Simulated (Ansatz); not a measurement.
Base system: SnTe in the rock salt structure (space group Fm-3m, No. 225; a = 6.371 Å). Axes: x, y, z lie along the cube axes.

Method: r2SCAN (Ansatz, a first-principles code, PAW, scalar-relativistic without spin-orbit coupling), earlier PAW set.

Strains are applied to the cell and any free atomic positions relax; under biaxial strain the out-of-plane vector relaxes too.

One change was made to it. Results:

| quantity | base | after |
|---|---|---|
| energy relative to the base (free energy F) | 0 meV/atom | +24 meV/atom |
| shortest interatomic distance | 3.186 Å | 3.057 Å |
| pressure (mean of the normal stresses, compression positive) | 0.0 kbar | 22.2 kbar |

Question: Name the change that was made.
(A) uniaxial strain ε_zz = −4.03 %
(B) biaxial strain −4.05 %, plane normal [110], relaxed out of plane
(C) biaxial strain +0.19 %, plane normal [110], relaxed out of plane

Answer: A, uniaxial strain ε_zz = −4.03 %. For comparison, the energy relative to the base in the other runs: biaxial strain −4.05 %, plane normal [110], relaxed out of plane gives +34 meV/atom; biaxial strain +0.19 %, plane normal [110], relaxed out of plane gives +0.1 meV/atom.

A biaxial case was relaxed in a doubled cell and then solved in the primitive one. Stability against distortions was not tested. The final runs are not spin-polarised.
